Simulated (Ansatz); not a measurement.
Input and output of a self-consistent single point for Hf₂InCu₂ (P4_2/mnm, 20 atoms in the cell) (Ansatz, a quantum-chemistry and plane-wave program).

Method: BLYP, default PAW files made with PBE (plane waves; Ansatz).

```
CELL_PARAMETERS angstrom
      7.16054     0.00000     0.00000
      0.00000     7.16054     0.00000
      0.00000     0.00000     6.71603
ATOMIC_POSITIONS crystal
  Hf 0.15009 0.15009 0.00000
  Hf 0.84991 0.84991 0.00000
  Hf 0.34991 0.65009 0.50000
  Hf 0.65009 0.34991 0.50000
  Hf 0.69287 0.30713 0.00000
  Hf 0.30713 0.69287 0.00000
  Hf 0.19287 0.19287 0.50000
  Hf 0.80713 0.80713 0.50000
  In 0.50000 0.00000 0.25000
  In 0.50000 0.00000 0.75000
  In 0.00000 0.50000 0.25000
  In 0.00000 0.50000 0.75000
  Cu 0.37673 0.37673 0.20152
  Cu 0.62327 0.62327 0.79848
  Cu 0.12327 0.87673 0.70152
  Cu 0.87673 0.12327 0.29848
  Cu 0.62327 0.62327 0.20152
  Cu 0.37673 0.37673 0.79848
  Cu 0.87673 0.12327 0.70152
  Cu 0.12327 0.87673 0.29848
```

Reference input (self-consistent single point, DFT, LDA (PW92), plane waves, default PAW files made with PBE): kpoints.mp_grid.grid = 5 5 5; hamiltonian.xc = lda; hamiltonian.pseudopotentials = {kind: paw} (the program's default PAW files); scf.occupations.method = methfessel_paxton; scf.occupations.width = 0.1 eV. This run's input differs from it in these lines:

Ansatz 0.2 input:
```diff
@@ -29,3 +29,3 @@
 hamiltonian:
-  xc: lda
+  xc: blyp
   pseudopotentials: { kind: paw }
```

Log, with long lists cut:

```
SCF iter   1: F=—  HF=-201491.727054 eV  |F-HF|=—  |Δ(HF+E_count)|=         —  Δρ=1.26e-2  dr2=4.92e-1  ethr=1.77e-3  ⟨swp⟩=5.0  Hψ=13689  notcnv=0  defer=202
all-band conjugate gradients solve this SCF's bands
preconditioner: auto → Kerker (q_TF=auto, 2.811 Å⁻¹)
SCF iter   2: F=—  HF=-201491.681316 eV  |F-HF|=—  |Δ(HF+E_count)|=   4.57e-2  S|Δr|=    0.00e0  Δρ=5.10e-3  dr2=1.04e-1  ethr=1.19e-4  ⟨swp⟩=2.0  Hψ=6127  notcnv=0  defer=284
   [... lines left out ...]
SCF iter   8: F=—  HF=-201491.664061 eV  |F-HF|=—  |Δ(HF+E_count)|=   8.11e-5  S|Δr|=    0.00e0  Δρ=1.77e-5  dr2=1.36e-6  ethr=3.59e-9  ⟨swp⟩=2.0  Hψ=6824  notcnv=0  defer=335
SCF iter   9: F=—  HF=-201491.664061 eV  |F-HF|=—  |Δ(HF+E_count)|=   3.76e-7  S|Δr|=    0.00e0  Δρ=9.63e-6  dr2=4.33e-7  ethr=3.30e-10  ⟨swp⟩=2.7  Hψ=7177  notcnv=0  defer=335
SCF iter  10: F=-201491.664060 eV  HF=-201491.664060 eV  |F-HF|=1.53e-8  |Δ(HF+E_count)|=   2.37e-7  S|Δr|=    0.00e0  Δρ=3.91e-6  dr2=6.26e-8  ethr=2.43e-11  ⟨swp⟩=8.3  Hψ=23406  notcnv=0
SCF 1 converged in 10 iterations: F = -201491.664060 eV  dr2 = 6.26e-8
Stability not checked (fill_not_monotonic)
Free energy (F): -201491.664060 eV
Internal energy: -201491.662093 eV  (E = F + TS)
E sigma→0 (E₀):  -201491.663568 eV
Entropy (-TS):   -0.001968 eV (-0.098 meV/atom)
Fermi energy:    18.916074 eV
--- Forces (eV/Å), atoms counted from 1 ---
  atom   1  Hf    -0.03483283    -0.03483283     0.00000000
  atom   2  Hf     0.03483283     0.03483283    -0.00000000
  atom   3  Hf     0.03483283    -0.03483283    -0.00000000
  atom   4  Hf    -0.03483283     0.03483283     0.00000000
   [... lines left out ...]
  atom  20  Cu     0.07428543    -0.07428543    -0.13301532
--- Stress (GPa, compression-positive) ---
        9.225283       0.000000      -0.000000
        0.000000       9.225283      -0.000000
       -0.000000      -0.000000       8.416103
  P = ⅓ Tr σ = 8.9556 GPa (89.556 kbar)
  The stress holds the Pulay correction. Without it, at fixed plane waves, as pw.x and ABINIT print it: P = 8.9120 GPa
```

The run converged in 10 iterations. Against the reference run the pressure goes from -6.46 to 8.96 GPa and the largest force goes from 0.071 to 0.310 eV/Å.

The starting cell comes from a database of computed structures (which also holds hypothetical and non-ambient phases and stackings), without a prior relaxation at this level. Spin polarisation is off. With a pressure of about 9 GPa the cell is away from its equilibrium volume at this level. Ansatz's pressure includes its estimate of the finite-basis (Pulay) stress.

Cost on one core of a shared machine: roughly 2 min.
